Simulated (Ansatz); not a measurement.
**La2O3, pressure series**

The parent structure is La2O3 (space group P-3m1, No. 164; a = 3.940 Å, c = 6.188 Å).

Cell and atoms are relaxed at each pressure.

Calculations: PBE (Ansatz, an electronic-structure program, PAW, spin-orbit coupling left out).

```
pressure (GPa)  volume per atom (Å³/atom)
--------------  -------------------------
-2                                 16.961
-1                                 16.798
0                                  16.640
7                                  15.705
15                                 14.869
30                                 13.716
50                                      ?
75                                 11.799
100                                11.133
```

### Question
Fit the third-order Birch–Murnaghan form P(V) = (3B₀/2)[(V₀/V)^(7/3) − (V₀/V)^(5/3)]·[1 + (3/4)(B₀′ − 4)((V₀/V)^(2/3) − 1)] (squares taken in P) to the rows shown and predict the withheld row.

### Answer
Least squares on the printed values gives V₀ = 16.645 Å³/atom, B₀ = 102 GPa, B₀′ = 4.4; this predicts 12.705 Å³/atom, and the run gives 12.690 Å³/atom, 0.015 lower.

Load acts through the strain it causes; cell and atoms are relaxed under it. Whether these cells are dynamically stable was not tested. No other phases were tried under pressure.
